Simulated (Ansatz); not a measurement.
Base system: Au in the fcc (Cu type) structure (space group Fm-3m, No. 225; a = 4.125 Å; relaxed with 0.1 eV smearing).

Computed with Kohn–Sham DFT with the r2SCAN functional, run in Ansatz (a first-principles code) with PAW and 500 eV plane waves, no spin-orbit coupling.

Strains are applied to the cell and any free atomic positions relax.

One change was made to it. Results:

```json
[
 {"quantity": "pressure", "base": "0.0 GPa", "after": "-9.1 GPa"},
 {"quantity": "energy relative to the base (free energy F)", "base": "0 meV/atom", "after": "+42 meV/atom"}
]
```

### Question
What was done to the base?
A) isotropic strain +2.50 %
B) isotropic strain +0.50 %
C) isotropic strain +1.50 %

### Answer
A, isotropic strain +2.50 %. For comparison, the energy relative to the base in the other runs: isotropic strain +0.50 % gives +1.8 meV/atom; isotropic strain +1.50 % gives +16 meV/atom.

Stability against distortions was not tested.
